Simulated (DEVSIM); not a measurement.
Structure: abrupt Si p-n junction, at 300 K.

| layer (left to right) | material | thickness (μm) | Nd (cm⁻³) | Na (cm⁻³) | τn (s) | τp (s) |
|---|---|---|---|---|---|---|
| 1 | Si | 17.0 | - | 4e18 | 9.7e-5 | 9.7e-5 |
| 2 | Si | 11.0 | 9.2e17 | - | 9.7e-5 | 9.7e-5 |

Left contact: ohmic. Right contact: ohmic. Voltage is applied to the left contact. Recombination: SRH at mid-gap, Auger. Gap narrowing is on: ΔEg = 6.92 meV × (l + √(l² + 0.5)), l = ln(N/1.3e17 cm⁻³), shared equally by both band edges. Mobility is constant in doping.

This is a model device: material constants are rounded textbook-type values typed into the input, and sizes, dopings and lifetimes were drawn at random. Values at 300 K.

| parameter | Si |
|---|---|
| gap (eV) | 1.124 |
| affinity (eV) | 4.05 |
| permittivity | 11.7 |
| Nc (cm⁻³) | 2.86e19 |
| Nv (cm⁻³) | 3.1e19 |
| μn (cm²/Vs) | 1417 |
| μp (cm²/Vs) | 470 |
| Cn (cm⁶/s) | 2.8e-31 |
| Cp (cm⁶/s) | 9.9e-32 |

DEVSIM, 1D drift-diffusion, Boltzmann statistics, complete ionisation; no tunnelling, impact ionisation, image-force lowering or self-heating.

Task: Tabulate band edges, carrier densities and field at zero bias.

Result: Energies count from the Fermi level of the right contact; mesh points crowd at the junctions.

```
x (μm)   Ec (eV)  Ev (eV)  n (cm⁻³)  p (cm⁻³)  field (V/cm)
-------  -------  -------  --------  --------  ------------
0.000      1.023   -0.053       190    4.0e18           ≈ 0
0.03987    1.023   -0.053       190    4.0e18           ≈ 0
0.1528     1.023   -0.053       190    4.0e18           ≈ 0
0.4458     1.023   -0.053       190    4.0e18           ≈ 0
1.704      1.023   -0.053       190    4.0e18           ≈ 0
4.567      1.023   -0.053       190    4.0e18           ≈ 0
11.12      1.023   -0.053       190    4.0e18           ≈ 0
15.42      1.023   -0.053       190    4.0e18           ≈ 0
16.42      1.023   -0.053       190    4.0e18           ≈ 0
16.80      1.023   -0.053       190    4.0e18           ≈ 0
16.94      1.023   -0.053       190    4.0e18           ≈ 0
17.00      0.792   -0.305   1400000    2.4e14       -440000
17.04      0.090   -1.006    8.7e17       390         -3500
17.16      0.089   -1.007    9.2e17       370           ≈ 0
17.65      0.089   -1.007    9.2e17       370           ≈ 0
18.77      0.089   -1.007    9.2e17       370           ≈ 0
21.92      0.089   -1.007    9.2e17       370           ≈ 0
25.67      0.089   -1.007    9.2e17       370           ≈ 0
27.38      0.089   -1.007    9.2e17       370           ≈ 0
27.78      0.089   -1.007    9.2e17       370           ≈ 0
27.94      0.089   -1.007    9.2e17       370           ≈ 0
28.00      0.089   -1.007    9.2e17       370           ≈ 0
```
